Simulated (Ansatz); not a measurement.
Take SiC in the wurtzite structure (space group P6_3mc, No. 186; a = 3.0920 Å, c = 5.0743 Å) as the base. Axes: x lies along a and z along c of the hexagonal cell.

The values are results of PBE (Ansatz, a first-principles code; PAW; 420 eV plane waves; spin-orbit coupling left out), not measurements.

Strains are applied to the cell and any free atomic positions relax; under biaxial strain the out-of-plane vector relaxes too.

One change was made to it. Results:

| quantity | base | after |
|---|---|---|
| smallest direct gap | 3.94 eV | 3.87 eV |
| pressure (mean of the normal stresses, compression positive) | 0.00 GPa | -2.28 GPa |

Task: Which change produced these results?
A. biaxial strain +0.60 %, plane normal [001], relaxed out of plane
B. biaxial strain +3.00 %, plane normal [001], relaxed out of plane
C. biaxial strain +1.80 %, plane normal [001], relaxed out of plane

Result: A, biaxial strain +0.60 %, plane normal [001], relaxed out of plane. For comparison, the smallest direct gap in the other runs: biaxial strain +1.80 %, plane normal [001], relaxed out of plane gives 3.71 eV; biaxial strain +3.00 %, plane normal [001], relaxed out of plane gives 3.55 eV.

Gaps are read on the SCF mesh and a high-symmetry path. No phonon test of stability was made.
